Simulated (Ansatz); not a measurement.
Ansatz (a first-principles code) run on La4S7 (P1, 11 atoms in the cell): self-consistent single point.

Computed with BLYP, default PAW files made with PBE (plane waves; Ansatz).

```
CELL_PARAMETERS angstrom
     -2.88431     2.88431     8.05359
      2.88431    -2.88431     8.05359
      2.88431     2.88431    -8.05359
ATOMIC_POSITIONS crystal
  La 0.12533 0.62529 0.00575
  La 0.35661 0.37787 0.48583
  La 0.62587 0.14080 0.02296
  La 0.88665 0.88027 0.50344
  S  0.43632 0.92688 0.00321
  S  0.07154 0.06570 0.49703
  S  0.92337 0.45785 0.01564
  S  0.56929 0.55522 0.48333
  S  0.50752 0.00298 0.50475
  S  0.97990 0.47881 0.46795
  S  0.01762 0.98833 0.01009
```

Reference input (self-consistent single point, DFT, PBEsol, plane waves, default PAW files made with PBE): kpoints.mp_grid.grid = 3 3 4; kpoints.mp_grid.shift = 0.5 0.5 0.5; hamiltonian.xc = pbesol; hamiltonian.pseudopotentials = {kind: paw} (the program's default PAW files); scf.occupations.method = methfessel_paxton; scf.occupations.width = 0.1 eV. This run's input differs from it in these lines:

Ansatz 0.2 input:
```diff
@@ -20,3 +20,3 @@
 hamiltonian:
-  xc: pbesol
+  xc: blyp
   pseudopotentials: { kind: paw }
```

Output, abridged:

```
SCF iter   1: F=—  HF=-31443.547829 eV  |F-HF|=—  |Δ(HF+E_count)|=         —  Δρ=9.62e-3  dr2=3.52e-1  ethr=1.77e-3  ⟨swp⟩=6.1  Hψ=4222  notcnv=0  defer=6
all-band conjugate gradients solve this SCF's bands
preconditioner: auto → Resta (q_TF=auto, 2.257 Å⁻¹)
SCF iter   2: F=—  HF=-31443.450088 eV  |F-HF|=—  |Δ(HF+E_count)|=   9.77e-2  S|Δr|=    0.00e0  Δρ=3.52e-3  dr2=2.90e-2  ethr=4.09e-4  ⟨swp⟩=2.1  Hψ=1601  notcnv=0  defer=8
   [... lines left out ...]
SCF iter   7: F=—  HF=-31443.446943 eV  |F-HF|=—  |Δ(HF+E_count)|=   7.22e-7  S|Δr|=    0.00e0  Δρ=7.01e-6  dr2=2.68e-7  ethr=1.64e-9  ⟨swp⟩=2.0  Hψ=1618  notcnv=0  defer=106
SCF iter   8: F=-31443.446943 eV  HF=-31443.446943 eV  |F-HF|=9.62e-9  |Δ(HF+E_count)|=   2.70e-8  S|Δr|=    0.00e0  Δρ=2.02e-6  dr2=1.44e-8  ethr=1.16e-10  ⟨swp⟩=20.2  Hψ=5802  notcnv=0
the last iteration of the SCF fills more bands at one k-point than at another …
SCF 1 converged in 8 iterations: F = -31443.446943 eV  dr2 = 1.44e-8
Stability not checked (fill_not_monotonic)
Free energy (F): -31443.446943 eV
Internal energy: -31443.449589 eV  (E = F + TS)
E sigma→0 (E₀):  -31443.447605 eV
Entropy (-TS):   0.002645 eV (0.240 meV/atom)
Fermi energy:    9.016817 eV
--- Forces (eV/Å), atoms counted from 1 ---
  atom   1  La    -0.18215812     0.17678033    -1.64612825
  atom   2  La    -0.03838646     0.68013094     1.96800536
  atom   3  La    -1.39187187    -0.47768556    -1.81633462
  atom   4  La     0.40870572    -0.12914592     1.06687376
   [... lines left out ...]
  atom  11  S      0.03228781    -0.94323713     0.25863366
--- Stress (GPa, compression-positive) ---
        5.011739       0.192083       0.788763
        0.192083       4.252073       0.544795
        0.788763       0.544795       7.565055
  P = ⅓ Tr σ = 5.6096 GPa (56.096 kbar)
  The stress holds the Pulay correction. Without it, at fixed plane waves, as pw.x and ABINIT print it: P = 5.6029 GPa
```

The run converged in 8 iterations. Against the reference run the pressure goes from -2.13 to 5.61 GPa and the largest force goes from 2.162 to 2.338 eV/Å.

The starting cell comes from a database of computed structures (which also holds hypothetical and non-ambient phases and stackings), without a prior relaxation at this level. Its atoms were displaced at random from the sites of space group no. 121. With a pressure of about 6 GPa the cell is away from its equilibrium volume at this level. Forces in this geometry exceed 1 eV/Å. Ansatz's pressure includes its estimate of the finite-basis (Pulay) stress.

Cost on one core of a shared machine: roughly 30 s.
